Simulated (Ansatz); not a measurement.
System: TiC (model structure, started from the CsCl type, Pm-3m, No. 221, 2 atoms in the cell). Method: r²SCAN in Ansatz (PAW).

Run with plane-wave cutoff 560 eV, 20×20×20 k mesh, Fermi–Dirac smearing 0.05 eV, no spin polarisation, scalar-relativistic PAW data made under PBE.

Cell (relaxed at this level):

```cif
data_CTi
_chemical_formula_sum 'Ti1 C1'
_space_group_name_H-M_alt 'Pm-3m'
_space_group_IT_number 221
_space_group_name_Hall '-P 4 2 3'
_cell_length_a 2.70379
_cell_length_b 2.70379
_cell_length_c 2.70379
_cell_angle_alpha 90.000
_cell_angle_beta 90.000
_cell_angle_gamma 90.000
loop_
_atom_site_label
_atom_site_type_symbol
_atom_site_symmetry_multiplicity
_atom_site_Wyckoff_symbol
_atom_site_fract_x
_atom_site_fract_y
_atom_site_fract_z
_atom_site_occupancy
Ti1 Ti 1 a 0.00000 0.00000 0.00000 1
C1 C 1 b 0.50000 0.50000 0.50000 1
```

### Question
Give the computed bulk modulus.

### Answer

- bulk modulus: 231 GPa

Note: the bulk modulus is −V dP/dV from two relaxed cells at ±2 % in volume; the relaxation could raise the start's symmetry but not lower it, so the cell can be a saddle point.

Computed values are for the static lattice.

A model structure was made by putting elements into a prototype or built by hand; it is no filed structure, need not be a known phase, and can be a saddle point held by its symmetry.

Ansatz is a first-principles code.
